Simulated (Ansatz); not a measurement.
Density of states of SrAu₂Al₂ (P4/nmm) near the Fermi level, PBEsol, rigid bands (Ansatz, a first-principles code).

```
E − E_F (eV) | states/eV/cell
    -1.92 | ############# 2.60
    -1.82 | ############# 2.70
    -1.72 | ############### 3.10
    -1.62 | ############### 3.13
    -1.52 | ################ 3.27
    -1.42 | ################# 3.48
    -1.32 | ################# 3.56
    -1.22 | ################# 3.63
    -1.12 | ################### 3.94
    -1.02 | ################# 3.57
    -0.92 | ################## 3.64
    -0.82 | ################### 4.05
    -0.72 | ###################### 4.64
    -0.62 | ###################### 4.54
    -0.52 | ###################### 4.66
    -0.42 | ############################## 6.23
    -0.32 | ############################## 6.22
    -0.22 | ########################## 5.34
    -0.12 | ######################## 4.89
    -0.02 | ###################### 4.57
     0.08 | ##################### 4.31
     0.18 | #################### 4.16
     0.28 | ##################### 4.30
     0.38 | ##################### 4.37
     0.48 | #################### 4.25
     0.58 | ################### 4.03
     0.68 | ################## 3.74
     0.78 | ################# 3.56
     0.88 | ################ 3.38
     0.98 | ################ 3.28
     1.08 | ################ 3.39
     1.18 | ################ 3.28
     1.28 | ############## 3.00
     1.38 | ############## 2.88
     1.48 | ############## 2.85
     1.58 | ############## 2.93
     1.68 | ############### 3.07
     1.78 | ############### 3.20
     1.88 | ############## 2.91
```

Question: With 10 atoms a cell, what bare Sommerfeld coefficient γ = (π²/3) k_B² N(E_F) follows?

Answer: N(E_F) ≈ 4.5 states/eV a cell at 300 K, so γ ≈ 1.06 mJ/(mol of atoms·K²), before electron-phonon enhancement.

Question: How far does the Fermi level move in a rigid band for 0.1 electron a cell added or removed?

Answer: 22 meV and -22 meV.

A metal at this level (no band gap); rigid bands, thermally averaged at 300 K, both spins. Spin-orbit coupling is left out, which matters with elements this heavy. Geometry: cell and atoms relaxed with PBEsol.

Computed structure, not matched to a measured one here, so possibly hypothetical: SrAu2Al2 (P4/nmm).
